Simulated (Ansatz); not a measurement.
silicon: the defect Si vacancy + As on the Si site + As on the Si site + As on the Si site (V_Si+As_Si+As_Si+As_Si)

Method: PBE, PAW (plane waves to 420 eV; Ansatz, an electronic-structure program). The supercell holds 64 host sites (2×2×2 repeats of the unit cell), with a 2×2×2 shifted k-point sampling for the final energies. Sites at the start: the Si site; Si 2.37 Å away; Si 2.37 Å away; Si 2.37 Å away. Charged cells carry a point-charge image correction with potential alignment at far atoms. Dielectric constants: PBE linear response of the host. Host gap at this level: 0.61 eV. These values are not converged in cell size to better than tenths of an eV. PBE underestimates the host's gap, which shifts levels and can delocalise carriers. Spin–orbit coupling is left out. Each state is the lowest found from its start.

Formation energies E_f are given with the Fermi level at the valence-band maximum. Chemical conditions: impurity bounded by its compound with the host (Δμ(Si) = 0.00 eV, Δμ(As) = -0.13 eV, bounded by SiAs2 (Pbam); only phases computed here count, gases as isolated molecules at 0 K). Reference phases: As: rhombohedral As, Si: silicon.

```
charge         moment (μB)  largest move off a lattice site (Å)  image correction with alignment (eV)  E_f, impurity bounded by its compound with the host (eV)  above the lowest spin state (eV)
------  ------------------  -----------------------------------  ------------------------------------  --------------------------------------------------------  --------------------------------
+1†     not spin-polarised                                 0.29                                  0.15                                                         –                              0.00
0†              fractional                                 0.24                                  0.00                                                      1.36                              0.00
0†              fractional                                 0.24                                  0.00                                                      1.36                              0.00
−1†     not spin-polarised                                 0.28                                  0.06                                                         –                              0.00
−1†                    0.0                                 0.28                                  0.06                                                         –                              0.00
```

† Not settled in this cell, so no level is given: charge +1: no spin-polarised start tried, level within 0.1 eV of a band edge or past it; charge 0: fractional moment; charge −1: level within 0.1 eV of a band edge or past it.

Starting moments that weren't kept: charge 0 began with 3 μB and ended with 0.5; charge −1 began with 2 μB and ended with 0.0.

Flagged in the runs: a strain field that reaches the edge of the cell.

All states together cost very roughly 2.4 core-hours.
